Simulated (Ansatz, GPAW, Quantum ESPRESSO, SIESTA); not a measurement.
# SrMg₆B (P1, 8 atoms in the cell) computed with different codes at matched settings

Self-consistent single point, at a second geometry (atoms moved at random). First geometry:

```yaml
crystal:
  lattice:
    - [4.66552, 0.00000, 0.00000]
    - [0.00000, 2.94037, 7.01529]
    - [0.00000, -2.94037, 7.01529]
  atoms:
    - { symbol: Sr, position: [0.50000, 0.20101, 0.20101] }
    - { symbol: Mg, position: [0.50000, 0.69876, 0.19160] }
    - { symbol: Mg, position: [0.50000, 0.19160, 0.69876] }
    - { symbol: Mg, position: [0.00000, 0.81340, 0.34840] }
    - { symbol: Mg, position: [0.00000, 0.34840, 0.81340] }
    - { symbol: Mg, position: [0.00000, 0.36775, 0.36775] }
    - { symbol: Mg, position: [0.00000, 0.79661, 0.79661] }
    - { symbol: B, position: [0.50000, 0.58248, 0.58248] }
```

Second geometry:
```
SrMg6B
1.0
    4.66552     0.00000     0.00000
    0.00000     2.94037     7.01529
    0.00000    -2.94037     7.01529
Sr Mg B
1 6 1
Direct
  0.50226   0.19230   0.20679
  0.49733   0.68747   0.19688
  0.50057   0.19353   0.70543
  0.98417   0.81219   0.35065
  0.99522   0.35888   0.79979
  0.00517   0.37378   0.37203
  0.00993   0.79948   0.78961
  0.50534   0.58240   0.57882
```

Shared settings, as Ansatz (an electronic-structure program) writes them: kpoints.mp_grid.grid = 4 3 3; scf.occupations.method = fermi_dirac; scf.occupations.width = 0.01 Ry. Potentials and cutoffs stand in the table.

```csv
code,model,ΔF from the first geometry (meV/atom),pressure (GPa),largest force (eV/Å),cutoff
GPAW,"PBEsol, GPAW PAW datasets PBEsol (made by gpaw-setup)",8.7,–,0.476,900 eV
Ansatz,"PBEsol, PAW files made with PBE",8.7,-0.44,0.480,default
SIESTA,"GGA PBEsol, numerical atomic orbitals DZP, PseudoDojo PBEsol standard norm-conserving potentials (rewritten from UPF to PSML)",9.6,1.94,–,grid 300 Ry
Quantum ESPRESSO,"PBEsol, GBRV 1.5 ultrasoft (PBESOL) pseudopotentials",8.7,-0.42,0.483,40 Ry
```

Size of the force on each atom (eV/Å): Sizes of forces hide their directions.

```csv
code,Sr1,Mg2,Mg3,Mg4,Mg5,Mg6,Mg7,B8
GPAW,0.215,0.324,0.362,0.457,0.476,0.288,0.148,0.288
Ansatz,0.212,0.320,0.356,0.457,0.480,0.295,0.145,0.286
Quantum ESPRESSO,0.211,0.322,0.358,0.459,0.483,0.296,0.144,0.287
```

A dash marks a value that a program does not give, or that is left out as unsure.

The spread over the programs that give each value: ΔF from the first geometry within 0.9 meV/atom; pressure within 2.38 GPa; largest force within 0.007 eV/Å.

SIESTA uses small atom-centred bases, whose incompleteness enters pressures, forces and empty levels differently from a plane-wave cutoff. Ansatz's pressure is given at a fixed set of plane waves, as the other plane-wave codes print theirs. The pressure of GPAW is left out: its cutoff lies under the one at which its stress was checked. In the pressure, SIESTA (by 2.37) lies more than 1 GPa from the median of the plane-wave programs.

The shared mesh is coarse (it stands for a supercell whose shortest vector is 18 Å), so the values are not converged in it.

The starting cell comes from a database of computed structures (which also holds hypothetical and non-ambient phases and stackings), without a prior relaxation at this level. For this run, on top of that: atoms moved at random.

Left out of this page: CP2K (unsound by tests on forces, stress, charge or solver warnings).

Keys are those of Ansatz 0.2.
